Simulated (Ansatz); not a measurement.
Results of LDA (Ansatz, an electronic-structure program, plane waves, PAW) for WMo (model structure, within 0.1 Å of Pm-3m, No. 221, 4 atoms in the cell).

The input as run:

Ansatz 0.2 input:
```yaml
crystal:
  lattice:
    - [4.446333598, 0.0, 0.0]
    - [0.0, 3.142323332, 0.0]
    - [0.0, 0.0, 4.4463996969]
  atoms:
    - { symbol: Mo, position: [0.25, 0.0, 0.7499975858] }
    - { symbol: Mo, position: [0.75, 0.0, 0.2500024142] }
    - { symbol: W, position: [0.25, 0.5, 0.2499974361] }
    - { symbol: W, position: [0.75, 0.5, 0.7500025639] }
basis:
  ecutwfc: 520
  ecutrho_ratio: 4
  xc_grid: 2
kpoints:
  mp_grid: { grid: [12, 18, 12] }
hamiltonian:
  xc: lda
  dispersion: none
  pseudopotentials: { kind: paw }
scf:
  occupations: { method: fermi_dirac, width: 0.05 }
output:
  forces: true
  stress: true
  eigenvalues: true
relax:
  f_tol: 0.004
  escape_saddle: false
  max_steps: 80
```

From the output:

```
WARN the atoms were moved onto the symmetric positions of the space group found under crystal.symmetry.tolerance 1.0e-5 (fractional …
WARN 16 symmetry operations that the atoms keep within the bar at which the run's group was sought (crystal.symmetry.tolerance 1.0e-5, or twice it) were not …
WARN output.stress: scf.convergence.dr2_threshold = 1e-7 eV (the SCF's general default) is looser than the 4e-10 eV advised for a printed stress (1e-10 eV for …
Relaxation: its limit of steps is 80 (relax.max_steps)
Crystal: 4 atoms, lattice volume = 62.124 Å³
Basis set: ecut = 520 eV, 1687 PW (Γ), exchange–correlation on 72×48×72 points (8 copies of the dense FFT grid, shifted against one another)
Bands: 34, of which v1, the nominal top of the filled ones, is band 28 counted from 1 (27 counted from 0)
Symmetry: 16 space group operations
Space group: Cmmm (ITA 65), of the structure as read, at distance tolerance 4.0e-5 Å
k-points: 490 of 2592
Functional: x = slater, c = lda
SCF iter   1: F=—  HF=-29945.444635 eV  |F-HF|=—  |Δ(HF+E_count)|=         —  Δρ=6.70e-3  dr2=1.87e-2
SCF iter   2: F=—  HF=-29945.442743 eV  |F-HF|=—  |Δ(HF+E_count)|=   1.89e-3  Δρ=3.64e-3  dr2=5.10e-3
  ...
SCF iter   5: F=-29945.442179 eV  HF=-29945.442179 eV  |F-HF|=9.45e-9  |Δ(HF+E_count)|=   1.11e-7  Δρ=6.94e-6  dr2=2.20e-8
SCF iter   6: F=-29945.442179 eV  HF=-29945.442179 eV  |F-HF|=8.33e-10  |Δ(HF+E_count)|=   3.65e-9  Δρ=1.47e-6  dr2=1.37e-9
SCF 1 converged in 6 iterations: F = -29945.442179 eV  dr2 = 1.37e-9
relax step   1: F+E_penalty+E_count = -29945.44217921 eV  Δ(F+E_penalty+E_count) = +0.000e0 eV  max|allowed force component| = 0.000e0 eV/Å  Δτ_max = 0.0000 Å  (6 SCF iters, accepted)
SCF converged after 6 iterations
Free energy (F): -29945.442179 eV
Internal energy: -29945.425640 eV  (E = F + TS)
E sigma→0 (E₀):  -29945.433910 eV
Fermi energy:    21.891085 eV
--- Forces (eV/Å), atoms counted from 1 ---
  atom   1  Mo     0.00000000     0.00000000     0.00000000
  atom   2  Mo     0.00000000     0.00000000     0.00000000
  atom   3  W      0.00000000     0.00000000     0.00000000
  atom   4  W      0.00000000     0.00000000     0.00000000
--- Stress (GPa, compression-positive) ---
       -5.978288       0.000000       0.000000
        0.000000      -5.982331      -0.000000
        0.000000      -0.000000      -5.981948
  P = ⅓ Tr σ = -5.9809 GPa (-59.809 kbar)
```

The cell is one volume of an energy–volume scan, off the minimum.

The PAW data were made under PBE.

Note: the run has no spin polarisation, so it can have missed a magnetic state.

It cost very roughly 80 core-seconds of CPU time.

A model structure was made by putting elements into a prototype or built by hand; it is no filed structure, need not be a known phase, and can be a saddle point held by its symmetry.
